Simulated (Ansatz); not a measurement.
Consider this model of amorphous Si26O46.

```xyz
72
Lattice="10.3514 0.0000 0.0000 0.0000 10.3514 0.0000 0.0000 0.0000 10.3514" Properties=species:S:1:pos:R:3 pbc="T T T"
Si     9.7629     6.7893     9.7821
Si     7.7181     0.2839     9.5231
Si     3.7407     7.4404     0.8471
Si     5.7980     2.0878     5.9675
Si     3.8289     0.6131     7.5587
Si     5.2563     8.8486     9.0605
Si     8.6883     7.4884     6.1543
Si    10.1251     4.9947     7.1811
Si     3.8515     4.7459    10.1076
Si     8.0956     2.7358     7.6769
Si     1.0613     8.6695     6.5197
Si     9.1281     8.7792     3.3452
Si     8.3522     0.4698     1.4058
Si     1.4462     0.1761     8.8712
Si     0.4483     0.0591     4.0692
Si    10.2446     2.8693     2.4456
Si     4.8349     4.9460     5.0851
Si     2.8647     2.7039     1.6818
Si    10.3028     5.6977     2.3026
Si     3.0696    10.0728     2.2608
Si     6.2959     5.0745     8.8137
Si     5.7917     7.4792     6.5084
Si     4.5688     5.1087     2.3702
Si     1.7460     5.9021     5.0594
Si     4.7810     9.8708     4.9013
Si     8.3195     4.4394     4.0496
O      8.4131     8.0817     4.6614
O      3.4748     1.1735     1.5708
O      4.9146     7.8437     7.8188
O      8.8259     5.7193     3.0503
O      3.1121     6.2405    10.2209
O      2.3833     1.2504     7.9536
O      7.3236     7.6952     6.9703
O      1.7298     7.4196     5.6959
O      1.6734     9.0929     7.9674
O      2.9310     8.8234     1.1903
O      3.7278    10.1317     6.1378
O      9.5910     3.3179     3.8811
O      4.6584     4.5416     8.7217
O      4.1806    10.0661     8.8990
O      0.0622     5.6560     8.6627
O      3.9635     6.6400     2.2615
O      9.5100     3.4927     7.3853
O      1.0743     4.9089     6.1882
O      5.4687     8.4256     5.2243
O      1.0661     5.8786     3.5443
O      1.4500     2.4217     2.4387
O      4.9662     3.3803     5.4459
O      4.1742     9.7293     3.4097
O      7.0525     1.0301     0.5229
O      7.9967     9.7943     2.6248
O      8.9582     9.9978     0.0789
O      5.5725     5.1872     3.6331
O      7.3574     2.4459     6.2483
O      5.0679     1.6532     7.3686
O      8.3238     1.2895     8.3996
O      1.0350     9.9601     5.5349
O      1.6314    10.1396     2.9724
O      6.7346     9.5147     8.9031
O      7.1169     3.6504     8.5957
O      5.7736     0.8321     4.9133
O      2.8833     3.4818     0.2104
O      9.0628     5.8880     6.2558
O      3.6247     3.7843     2.6660
O      0.1154     6.6627     0.9800
O      5.5887     5.8939     6.1714
O      5.1315     4.8013     0.8593
O      9.8615     8.3088     6.8929
O      5.0955     8.0217     0.1029
O     10.3165     4.2312     1.5449
O      3.2895     5.4169     4.9434
O      9.3145     1.7025     1.8108
```

All values below come from PBE (plane waves to 420 eV, PAW; Ansatz, a first-principles code). The usual formal charges leave 12 electrons over, so the level spacing at the Fermi energy parts defect or band states and needn't be the band gap.

Preparation: random packing, a CHGNet melt and quench, and a DFT relaxation. O atoms were pushed apart under 1.9 Å during the dynamics, to hinder bonds among them. It is a model cell: composition and starting density were chosen by hand, and all elements were melted together. No dispersion term was used. Its density started from a set value of 2.19 and ended at 2.19 g/cm³. The quench (nominally 1200 K/ps over its main leg) was far faster than any real one, so the model tends to hold more defects than a real film. A cell of this size samples the disorder only roughly. The volume was held where the preparation left it, at a PBE pressure of 1.2 GPa. Stress components on the final sampling reach 3.3 GPa.

Neighbours within Si-Si 2.60 Å, Si-O 1.92 Å, O-O 1.58 Å count as bonded. Two cations that share two anions don't count as bonded, nor two that share one unless they lie closer than Si-Si 2.38 Å.

**Question.** Give the coordination numbers, mean bond lengths and angles.

**Answer.** 
```yaml
Mean coordination of Si by anions: 3.54 (6 with 2, 20 with 4); 2 close contacts or bonds to cations besides
Mean coordination of O: 2.00 (46 with 2)
Mean Si-O bond: 1.645 Å (spread 0.026 Å, 92 counted)
Mean Si-Si bond: 2.445 Å (spread 0.000 Å, 1 counted)
Bond angle at Si: mean 109.1°, spread 5.6°
Bond angle at O: mean 133.6°, spread 17.0°
```

**Question.** Which atoms depart from the most common coordination of their element?

**Answer.** Si1 has 2 (O65 1.71 Å, O41 1.72 Å); Si12 has 3 (O27 1.65 Å, O51 1.68 Å, Si15 2.45 Å); Si14 has 2 (O32 1.70 Å, O35 1.71 Å); Si15 has 3 (O58 1.64 Å, O57 1.64 Å, Si12 2.45 Å); Si21 has 2 (O60 1.66 Å, O39 1.72 Å); Si26 has 2 (O30 1.70 Å, O38 1.70 Å).
